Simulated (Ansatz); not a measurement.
For antifluorite Mg2C (high-pressure phase), LDA in Ansatz (PAW) gives:

```
Quantity                               Value
----------------------------------  --------
high-frequency dielectric constant      8.40
Voigt–Reuss–Hill shear modulus      89.9 GPa
```

What does r²SCAN (Ansatz, an electronic-structure program, PAW) give for the same quantities?


- high-frequency dielectric constant: 7.76 (decreases by 7.6 %)
- Voigt–Reuss–Hill shear modulus: 88.6 GPa (drops by 1.4 %)

Changes are worked out from the printed values.

Unless a cell is named, each level is at its own relaxed cell (LDA 12.81, r²SCAN 13.29 Å³/atom).

Ansatz's density-functional and Hartree–Fock values are scalar-relativistic unless marked +SOC, with PAW data made under PBE.
